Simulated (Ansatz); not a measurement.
Results of PBE-D3(BJ) (PAW; Ansatz, an electronic-structure program) for CsCl-type TiCo.

Numerical settings: plane-wave cutoff 520 eV, 16×16×16 k mesh, Fermi–Dirac smearing 0.1 eV, perturbation theory, no spin polarisation, scalar-relativistic PAW data made under PBE.

Cell (relaxed at this level):

CoTi has the cubic space group Pm-3m (No. 221), the CsCl type structure, Pearson symbol cP2. Conventional cell: a = b = c = 2.934 Å, α = β = γ = 90.00°. Ti on 1a is coordinated by 8 Co at 2.541 Å and 6 Ti at 2.934 Å. Co on 1b is coordinated by 8 Ti at 2.541 Å and 6 Co at 2.934 Å. (Neighbours: up to the widest gap in distance over summed covalent radii, below 1.35, at either atom.)

Problem. Predict the TO(Γ) frequency.

Solution. 
- TO(Γ) frequency: 234 cm⁻¹

Note: the dispersion coefficients are held fixed in the derivatives.
